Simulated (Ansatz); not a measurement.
## Si: strain along the normal

Si (diamond, Fd-3m, 20.172 Å³/atom at rest) under an equal strain ε in the (111) plane with the normal axis free, as in a coherent film. r2SCAN in Ansatz, a plane-wave DFT program (PAW, default set), 500 eV, 10×10×10 Γ-centred mesh, Fermi-Dirac smearing 0.05 eV; ions are relaxed within the symmetry of each cell.

Here s stands for strain and y for normal strain.

| strain (%) | normal strain (%) |
|---|---|
| -1.25 | 0.54 |
| -0.83 | 0.35 |
| -0.42 | 0.17 |
| 0.00 | 0.00 |
| 0.42 | -0.17 |
| 0.83 | -0.34 |
| 1.25 | -0.50 |
| 2.50 | ? |

Q: Using a straight line, estimate the missing y at s = 2.50 from the other rows, showing the fit.

A: Means: s 0, y 0.007. About the means, the sum of products is -2.0155 and the sum of squares of s is 4.8556; the slope is their ratio. Least squares gives y = 0.007 - 0.4151·s. Residuals (row less fit): 0.014, -0.002, -0.011, -0.007, -0.003, -0.002, 0.012; standard error 0.010 (degrees of freedom: 5). The slope, -0.42 ± 0.00, is the elastic response of the normal axis. At the withheld row, y = 0.007 - 0.4151 × 2.50 = -1.031%. The calculation gives -0.97%, 0.061% above the prediction (4.0 % of the range of y in the table). The row lies outside the fitted rows, so this is an extrapolation. From the scatter of the fitted rows alone, a prediction at this place has a standard error of 0.016%, so the miss is 3.8 times that.

One order more, fitted to all 13 runs of the series, follows each within 0.01, so the miss is the next term of a smooth law. Rows are the converged runs of the series near zero and its far end; series whose fitted rows scatter by over a few per cent of the range, as at a crossing or softening among them, aren't shown in this form. Most that stay on the fit to the last digits aren't either.
